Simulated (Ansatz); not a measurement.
**SiO2 under a change: isotropic strain −0.75 %**

The parent structure is SiO₂ (space group P3_221, No. 154; a = 5.0221 Å, c = 5.5103 Å).

One thing is altered: every lattice vector is shortened by 0.75 %; the atoms relax in the strained cell.

Level of theory: Ansatz (a quantum-chemistry and plane-wave program), PBE, PAW, cutoff 420 eV, without spin-orbit coupling. k-mesh 8×8×6 (Γ-centred); smearing 0.05 eV (Fermi–Dirac).

The volume per atom decreases by 0.30 Å³ (13.37 Å³ → 13.07 Å³) and the space group remains P3_221 (No. 154). The shortest interatomic distance hardly moves (1.626 Å against 1.625 Å) and the energy grows by 0.7 meV/atom. The pressure (mean of the normal stresses, compression positive) goes from zero to 0.77 GPa and the band gap increases by 0.06 eV (5.68 eV → 5.74 eV). The gap character stays indirect, K → Γ and the smallest direct gap increases by 0.04 eV, from 6.01 eV to 6.05 eV. The mean gap deformation potential ΔEg/Δln V amounts to -2.6 eV and the width of the top valence band hardly moves (0.57 eV against 0.56 eV). The electron mass goes from 0.51 mₑ (at Γ) to 0.50 mₑ (at Γ) and the largest internal atomic displacement comes out as 0.056 Å.

Effective masses come from finite differences of ±0.01 Å⁻¹. Whether these cells are dynamically stable was not tested.
